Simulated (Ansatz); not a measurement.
The structure below was relaxed with PBEsol, PAW, 420 eV (Ansatz, a first-principles code; without spin-orbit coupling), earlier PAW set, at pressure 100 GPa.

```
Rh2Ge
1.0
    4.90491     0.00000     0.00000
    0.00000     3.73985     0.00000
    0.00000     0.00000     7.06832
Ge Rh
4 8
Direct
  0.80706   0.75000   0.10187
  0.19294   0.25000   0.89813
  0.69294   0.25000   0.60187
  0.30706   0.75000   0.39813
  0.46254   0.75000   0.71517
  0.53746   0.25000   0.28483
  0.03746   0.25000   0.21517
  0.96254   0.75000   0.78483
  0.33321   0.75000   0.06882
  0.66679   0.25000   0.93118
  0.16679   0.25000   0.56882
  0.83321   0.75000   0.43118
```

Task: Find the space group and the Wyckoff positions.

Result: Space group Pnma (No. 62); a = 4.905 Å, b = 3.740 Å, c = 7.068 Å, α = β = γ = 90.00°

| atom | site | symmetry | x | y | z |
|---|---|---|---|---|---|
| Ge | 4c | .m. | 0.1929 | 0.2500 | 0.8981 |
| Rh | 4c | .m. | 0.0375 | 0.2500 | 0.2152 |
| Rh | 4c | .m. | 0.1668 | 0.2500 | 0.5688 |

Task: Describe the coordination.

Result: The crystal has 12 atoms in its conventional cell. Lattice parameters: a = 4.9049 Å, b = 3.7399 Å, c = 7.0683 Å, α = 90.00°, β = 90.00°, γ = 90.00°. Ge has 7 Rh at 2.327–2.367 Å and 3 Rh at 2.591–2.630 Å and 1 Rh at 3.214 Å (no clear gap to further neighbours). Rh1 sees 3 Ge at 2.327–2.367 Å and 2 Ge at 2.630 Å and 1 Ge at 3.214 Å and 8 Rh at 2.501–2.708 Å. Rh2 has 4 Ge at 2.329–2.336 Å and 1 Ge at 2.591 Å and 8 Rh at 2.579–2.708 Å. (Neighbours: up to the widest gap in distance over summed covalent radii, below 1.35, at either atom; cation-cation and far metal-metal contacts left out.)

Load acts through the strain it causes; cell and atoms are relaxed under it. No phonon test of stability was made. Competing high-pressure phases were not computed. All final runs are without spin polarisation. The cell was made from Rh₂Ge (space group Pnma, No. 62) by this change: pressure 100 GPa.
